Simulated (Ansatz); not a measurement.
Take BN in the zinc blende structure (space group F-43m, No. 216; a = 3.581 Å) as the base. Axes: x, y, z lie along the cube axes.

Modification: uniaxial strain ε_zz = +2.50 %, all other strain components held at zero; the atoms relax in the strained cell.

Level of theory: DFT with LDA, PAW potentials and a 420 eV plane-wave cutoff in Ansatz (a first-principles code), spin-orbit coupling left out.

Task: Give the band edges at the high-symmetry points of the new zone, measured from its valence-band maximum.

Result: 
```json
[
 {"point": "Γ", "valence edge (eV)": "0.00", "conduction edge (eV)": "8.58"},
 {"point": "X", "valence edge (eV)": "-5.14", "conduction edge (eV)": "4.14"},
 {"point": "P", "valence edge (eV)": "-6.66", "conduction edge (eV)": "9.11"},
 {"point": "N", "valence edge (eV)": "-1.85", "conduction edge (eV)": "9.82"},
 {"point": "M", "valence edge (eV)": "-4.80", "conduction edge (eV)": "4.57"},
 {"point": "S", "valence edge (eV)": "-3.89", "conduction edge (eV)": "7.20"},
 {"point": "S₀", "valence edge (eV)": "-3.89", "conduction edge (eV)": "7.20"},
 {"point": "R", "valence edge (eV)": "-6.68", "conduction edge (eV)": "9.38"},
 {"point": "G", "valence edge (eV)": "-6.68", "conduction edge (eV)": "9.38"}
]
```

The gap is 4.14 eV, indirect, Γ → X.

Whether these cells are dynamically stable was not tested. Labels are those of the standard path for the cell's own space group.
